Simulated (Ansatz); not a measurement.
Functionals compared on the (311) surface of germanium in its 1x1 cell, relaxed from an ideal cut (the real face may reconstruct), outermost plane spacing 1.30 Å in the ideal cut, in Ansatz (plane waves, PAW). The structure was relaxed with PBE; the other rows are single points on it, each with its references at the same level. Cutoff 420 eV (500 eV for r2SCAN).

Slab: 14 atoms, 11.7 Å thick at the start; k 7x4x1, smearing 0.025 eV, dipole-corrected; all atoms relaxed; held to the part of the start's symmetry that mesh and held atoms allow; no spin (no spin-polarised run to compare, though such a face may carry moments), no spin-orbit, no U. The slab shows no gap on its mesh. These notes are the PBE run's.

```csv
functional,surface energy (J/m²),work function of the top face (eV),rough cost of the single point
PBE,1.06,4.27,–
LDA,1.31,4.54,very roughly 80 core-seconds
PBEsol,1.20,4.35,very roughly 80 core-seconds
RPBE,0.95,4.17,roughly 80 core-seconds
r2SCAN,…,…,roughly 2.9 core-minutes
```

Task: What belongs in the gaps?

Result: 
- r2SCAN, surface energy (J/m²): 1.33
- r2SCAN, work function of the top face (eV): 4.39

Ansatz is a quantum-chemistry and plane-wave program.
